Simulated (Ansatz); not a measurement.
System: LiF (model structure, started from the CsCl type, Pm-3m, No. 221, 2 atoms in the cell). Method: PBE0 (Ansatz, a first-principles code, PAW).

Run with plane-wave cutoff 460 eV, 10×10×10 k mesh, Fermi–Dirac smearing 0.01 eV, scalar-relativistic PAW data made under PBE.

The cell is the one relaxed with PBEsol. Conventional cell: a = 2.5231 Å, b = 2.5231 Å, c = 2.5231 Å, α = 90.00°, β = 90.00°, γ = 90.00°.

```
LiF
1.0
    2.52308     0.00000     0.00000
    0.00000     2.52308     0.00000
    0.00000     0.00000     2.52308
Li F
1 1
Direct
  0.00000   0.00000   0.00000
  0.50000   0.50000   0.50000
```

### Question
List the 5 lowest band energies at Γ above −25 eV (eV, relative to the valence band maximum), grouping those that round alike.

### Answer
At Γ: -22.64, -0.75 (×3), 10.85.

Note: the run warned that its exchange threshold was loose for the stress; the relaxation could raise the start's symmetry but not lower it, so the cell can be a saddle point.

A model structure was made by putting elements into a prototype or built by hand; it is no filed structure, need not be a known phase, and can be a saddle point held by its symmetry.
